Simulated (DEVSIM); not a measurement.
System: InP n-i-p diode, at 400 K.

Layer 1 from the left is InP, thickness (μm) 0.300, Nd (cm⁻³) 1.5e17, τn (s) 1.7e-8, τp (s) 1.7e-8. Layer 2 from the left is InP, thickness (μm) 6.90, Na (cm⁻³) 7.1e11, τn (s) 1.7e-8, τp (s) 1.7e-8. Layer 3 from the left is InP, thickness (μm) 1.00, Na (cm⁻³) 5.5e17, τn (s) 1.7e-8, τp (s) 1.7e-8.

Left contact: ohmic. Right contact: ohmic. Voltage is applied to the left contact. Recombination: SRH at mid-gap. Mobility is μmin + (μ − μmin)/(1 + (N/Nref)^α).

Constants are typed, rounded textbook-type inputs, not results; the design itself was drawn at random and stands for no fabricated device. Values at 300 K; Nc and Nv go as T^1.5, mobilities as T to minus their exponent, the gap by Varshni's rule with the affinity fixed.

InP: gap (eV) 1.344, affinity (eV) 4.38, permittivity 12.5, Nc (cm⁻³) 5.7e17, Nv (cm⁻³) 1.1e19, μn (cm²/Vs) 5200, μp (cm²/Vs) 170, μn,min 400, μp,min 10, Nref,n 3e17, Nref,p 4.9e17, αn 0.47, αp 0.62, T exponent of μn 2, T exponent of μp 2, Varshni α (eV/K) 0.000363, Varshni β (K) 162.

Model (solved in DEVSIM): 1D drift-diffusion, Boltzmann statistics, complete ionisation; no tunnelling, impact ionisation, image-force lowering or self-heating.

Q: What does the simulation give for the dark forward voltage at 1 A/cm², the potential step across the device at zero bias, the dark forward voltage at 100 A/cm²?

A: dark forward voltage at 1 A/cm² 0.694 V; potential step across the device at zero bias 1.132 V; dark forward voltage at 100 A/cm² 0.959 V.
